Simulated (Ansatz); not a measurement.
We consider Al2Cu (I4/mcm, No. 140), described by r²SCAN+rVV10 in Ansatz (plane waves, PAW).

Run with plane-wave cutoff 560 eV, 14×14×14 k mesh, Fermi–Dirac smearing 0.05 eV, no spin polarisation, scalar-relativistic PAW data made under PBE.

Shape and atoms are relaxed at each volume.

Pressure at four volumes; x = ln(V/14.312 Å³). One pressure is withheld.

```
V (Å³/atom)        x  P (GPa)
-----------  -------  -------
13.739       -0.0409     5.22
14.312        0.0000     0.00
14.598        0.0198    -2.20
14.884        0.0392        ?
```

Question: Pass a parabola P(x) through the three rows shown, estimate the bulk modulus and its pressure derivative near zero pressure, and predict the withheld pressure.

Answer: Slopes between the rows: (0.00 − (5.22))/(0.0000 − (-0.0409)) = -127.63 and (-2.20 − (0.00))/(0.0198 − (0.0000)) = -111.11 GPa. Their difference over the span 0.0607 is c = 16.52/0.0607 = 272.2 GPa, so P(x) = 5.22 + (-127.63)(x − (-0.0409)) + 272.2 (x − (-0.0409))(x − (0.0000)). At the middle row B = −dP/dx = −[-127.63 + 272.2 × 0.0409] = 116.5 GPa, and B′ = dB/dP = 2c/B = 4.7. At x = 0.0392 the parabola gives -4.15 GPa; the run gives -4.16 GPa. The Birch–Murnaghan fit to the energies at all volumes has B0 = 116 GPa and B′ = 4.6.

Note: the bulk modulus comes from volumes at which shape and atoms were relaxed.

Ansatz is a program for electronic structure.
